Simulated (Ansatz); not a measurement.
The parent structure is Au in the fcc (Cu type) structure (space group Fm-3m, No. 225; a = 4.1241 Å).

Computed with r2SCAN (Ansatz, a quantum-chemistry and plane-wave program, PAW, without spin-orbit coupling).

Before the change:

The lattice parameter a comes out as 7.793 bohr.

It is then changed as follows: a hydrostatic pressure of 4.5 GPa.

Problem. How does this affect the lattice parameter a?

Solution. The lattice parameter a falls by 0.0708 bohr to 7.723 bohr.

Load acts through the strain it causes; cell and atoms are relaxed under it. Whether these cells are dynamically stable was not tested.
